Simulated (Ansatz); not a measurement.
Start from BN in the zinc blende structure (space group F-43m, No. 216).

```
BN
1.0
    0.00000     1.79027     1.79027
    1.79027     0.00000     1.79027
    1.79027     1.79027     0.00000
B N
1 1
Direct
  0.00000   0.00000   0.00000
  0.25000   0.25000   0.25000
```

Cartesian axes are those of the cell as printed.

All numbers come from Ansatz (a quantum-chemistry and plane-wave program) LDA, no spin-orbit coupling.

Strains are applied to the cell and any free atomic positions relax.

One change was made to it. Results:

| quantity | base | after |
|---|---|---|
| valence-band top at Γ (three highest levels, from the VBM) | 0.00, 0.00, 0.00 eV | 0.00, -0.30, -0.30 eV |
| pressure (mean of the normal stresses, compression positive) | -0.01 GPa | 12.92 GPa |
| band gap | 4.39 eV | 3.86 eV |

### Question
Which change produced these results?
A. uniaxial strain ε_zz = −2.50 %
B. uniaxial strain ε_zz = −3.00 %
C. uniaxial strain ε_zz = +3.00 %
D. uniaxial strain ε_zz = +2.50 %
E. uniaxial strain ε_zz = −1.00 %

### Answer
B, uniaxial strain ε_zz = −3.00 %. For comparison, the band gap in the other runs: uniaxial strain ε_zz = −1.00 % gives 4.22 eV; uniaxial strain ε_zz = +3.00 % gives 4.09 eV; uniaxial strain ε_zz = +2.50 % gives 4.14 eV; uniaxial strain ε_zz = −2.50 % gives 3.95 eV.

Whether these cells are dynamically stable was not tested.
